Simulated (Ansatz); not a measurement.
Results of r²SCAN in Ansatz (plane waves, PAW) for YMnO3 (P6₃/mmc, No. 194, 10 atoms in the cell; start COD 2300162; the formula has other measured phases).

Run with plane-wave cutoff 560 eV, 18×18×6 k mesh (along the axes of the cell as run), Fermi–Dirac smearing 0.05 eV, spin-polarised with parallel moments, scalar-relativistic PAW data made under PBE.

Cell (relaxed at this level):

```
CELL_PARAMETERS angstrom
      3.58212     0.00000     0.00000
     -1.79106     3.10221     0.00000
      0.00000     0.00000    11.24473
ATOMIC_POSITIONS crystal
  Y  0.00000 0.00000 0.50000
  Y  0.00000 0.00000 0.00000
  Mn 0.66667 0.33333 0.75000
  Mn 0.33333 0.66667 0.25000
  O  0.33333 0.66667 0.41535
  O  0.66667 0.33333 0.58465
  O  0.66667 0.33333 0.91535
  O  0.33333 0.66667 0.08465
  O  0.00000 0.00000 0.75000
  O  0.00000 0.00000 0.25000
```
Starting moments (μB, in the order of the record's atoms Y Y Mn Mn O O O O O O): 0.0 0.0 5.0 5.0 0.0 0.0 0.0 0.0 0.0 0.0.

Q: Predict the bulk modulus B0.

A: 
* **bulk modulus B0**: 174 GPa

Note: the magnetic order was assumed, not searched for or taken from measurement; the bulk modulus is −V dP/dV from two relaxed cells at ±2 % in volume; the relaxation could not lower the start's symmetry, so the cell can be a saddle point above a distorted one; functionals without U or exact exchange can leave correlated insulators metallic, so the missing gap need not be real.

The computed numbers hold no vibrational or temperature effects.

Ansatz is an electronic-structure program.
